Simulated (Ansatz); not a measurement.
**Ta: isotropic strain −0.50 %**

Base system: Ta in the bcc (W type) structure (space group Im-3m, No. 229; a = 3.3061 Å; relaxed with 0.1 eV smearing).

Now apply this change: every lattice vector is shortened by 0.50 %, atoms relaxed at fixed cell.

The values are results of DFT with r2SCAN, PAW potentials and a 500 eV plane-wave cutoff in Ansatz (a first-principles code), without spin-orbit coupling, not measurements. k-mesh 28×28×28 (Γ-centred); smearing 0.1 eV (Fermi–Dirac).

```csv
quantity,base,changed,shift
volume per atom,18.07 Å³,17.80 Å³,-0.27 Å³
space group,Im-3m (No. 229),Im-3m (No. 229),–
shortest interatomic distance,5.411 bohr,5.384 bohr,-0.027 bohr
energy relative to the base (free energy F),0 meV/atom,+2.6 meV/atom,+2.6 meV/atom
pressure,0.0 GPa,3.1 GPa,+3.1 GPa
band gap,zero,zero,–
```

Final structure:

```xyz
1
Lattice="-1.6448 1.6448 1.6448 1.6448 -1.6448 1.6448 1.6448 1.6448 -1.6448" Properties=species:S:1:pos:R:3 pbc="T T T"
Ta     0.0000     0.0000     0.0000
```

Whether these cells are dynamically stable was not tested. All final runs are without spin polarisation.
